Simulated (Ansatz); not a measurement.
## Defect calculation: Cr_W in bcc W

Method: PBE, PAW (plane waves to 420 eV; Ansatz, a first-principles code). Cell and caveats: 54-site cell; 4×4×4 shifted k-points; start: the W site; no spin–orbit coupling; no Hubbard U; not converged in cell size; the relaxation kept the symmetry of the starting site.

Neighbours after relaxation, in Å: of the Cr atom: W 2.73, W 2.73, W 2.73, W 2.73, W 2.73, W 2.73, W 2.73, W 2.73 (the shell may go on).

Formation energies E_f are those of the neutral cell. Chemical conditions: host crystal and elements as references (Δμ(W) = 0.00 eV, Δμ(Cr) = 0.00 eV; Cr taken from its element, since no compound that bounds it was computed at this level; only phases computed here count, gases as isolated molecules at 0 K). Reference phases: Cr: bcc Cr, antiferromagnetic, W: bcc W.

| charge | moment (μB) | point group | largest move off a lattice site (Å) | E_f, host crystal and elements as references (eV) |
|---|---|---|---|---|
| 0 | 0.0 | Oh | 0.03 | 0.37 |

Point groups are those of the whole cell at tolerances of 0.03 and 0.1 Å ("near" where only the looser one holds); none is given for unsettled states.

Starting moments that weren't kept: charge 0 began with 4 μB and ended with 0.0.

All states together cost about 21 core-minutes (a rough figure).
